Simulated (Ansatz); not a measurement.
A self-consistent single point of TiRh3 (P4mm, 4 atoms in the cell) with Ansatz (a first-principles code).

Method: LDA (PW92), default PAW files made with PBE (plane waves; Ansatz).

```xyz
4
Lattice="3.8068 0.0000 0.0000 0.0000 3.8068 0.0000 0.0000 0.0000 3.8068" Properties=species:S:1:pos:R:3 pbc="T T T"
Ti     0.0000     0.0000     0.0500
Rh     1.9034     1.9034     0.0000
Rh     0.0000     1.9034     1.9034
Rh     1.9034     0.0000     1.9034
```

Reference input (self-consistent single point, DFT, LDA (PW92), plane waves, default PAW files made with PBE): basis.ecutwfc = 420 eV; kpoints.mp_grid.grid = 9 9 9; hamiltonian.xc = lda; hamiltonian.pseudopotentials = {kind: paw} (the program's default PAW files); scf.occupations.method = fermi_dirac; scf.occupations.width = 0.1 eV. This run's input differs from it in these lines:

Ansatz 0.2 input:
```diff
@@ -11,3 +11,3 @@
 basis:
-  ecutwfc: 420.0
+  ecutwfc: 565.0
 kpoints:
```

Log, with long lists cut:

```
SCF iter   1: F=—  HF=-21288.924822 eV  |F-HF|=—  |Δ(HF+E_count)|=         —  Δρ=1.90e-2  dr2=2.93e-1  ethr=1.77e-3  ⟨swp⟩=5.0  Hψ=9105  notcnv=0
all-band conjugate gradients solve this SCF's bands
preconditioner: auto → Kerker (q_TF=auto, 2.789 Å⁻¹)
SCF iter   2: F=—  HF=-21288.902916 eV  |F-HF|=—  |Δ(HF+E_count)|=   2.19e-2  Δρ=9.03e-3  dr2=7.07e-2  ethr=4.64e-4  ⟨swp⟩=1.0  Hψ=3452  notcnv=0
SCF iter   3: F=—  HF=-21288.895807 eV  |F-HF|=—  |Δ(HF+E_count)|=   7.11e-3  Δρ=1.54e-3  dr2=2.13e-3  ethr=1.12e-4  ⟨swp⟩=1.1  Hψ=2858  notcnv=0
SCF iter   4: F=—  HF=-21288.895563 eV  |F-HF|=—  |Δ(HF+E_count)|=   2.43e-4  Δρ=2.65e-4  dr2=4.60e-5  ethr=3.38e-6  ⟨swp⟩=1.6  Hψ=3272  notcnv=0
SCF iter   5: F=—  HF=-21288.895565 eV  |F-HF|=—  |Δ(HF+E_count)|=   1.49e-6  Δρ=7.68e-5  dr2=1.78e-6  ethr=7.30e-8  ⟨swp⟩=2.1  Hψ=4049  notcnv=0
SCF iter   6: F=-21288.895564 eV  HF=-21288.895564 eV  |F-HF|=3.73e-8  |Δ(HF+E_count)|=   3.71e-7  Δρ=1.48e-5  dr2=8.36e-8  ethr=1.59e-10  ⟨swp⟩=6.1  Hψ=11983  notcnv=0
SCF 1 converged in 6 iterations: F = -21288.895564 eV  dr2 = 8.36e-8
Free energy (F): -21288.895564 eV
Internal energy: -21288.778548 eV  (E = F + TS)
E sigma→0 (E₀):  -21288.837056 eV
Entropy (-TS):   -0.117017 eV (-29.254 meV/atom)
Fermi energy:    20.545291 eV
--- Forces (eV/Å), atoms counted from 1 ---
  atom   1  Ti    -0.00000000     0.00000000    -0.23509033
  atom   2  Rh    -0.00000000     0.00000000     0.03352648
  atom   3  Rh     0.00000000     0.00000000     0.10077965
  atom   4  Rh    -0.00000000     0.00000000     0.10077965
--- Stress (GPa, compression-positive) ---
       -7.192564       0.000000       0.000000
        0.000000      -7.192564       0.000000
        0.000000       0.000000      -7.143206
  P = ⅓ Tr σ = -7.1761 GPa (-71.761 kbar)
  The stress holds the Pulay correction. Without it, at fixed plane waves, as pw.x and ABINIT print it: P = -7.1875 GPa
```

The run converged in 6 iterations. Against the reference run the free energy falls by 1.3 meV/atom, the pressure hardly changes (-7.16 to -7.18 GPa) and the largest force stays at 0.235 eV/Å.

The starting cell comes from a database of computed structures (which also holds hypothetical and non-ambient phases and stackings), without a prior relaxation at this level. Its lattice was rescaled by up to half a per cent. One atom was moved a little off its site on purpose. Spin polarisation is off. Ansatz's pressure includes its estimate of the finite-basis (Pulay) stress.
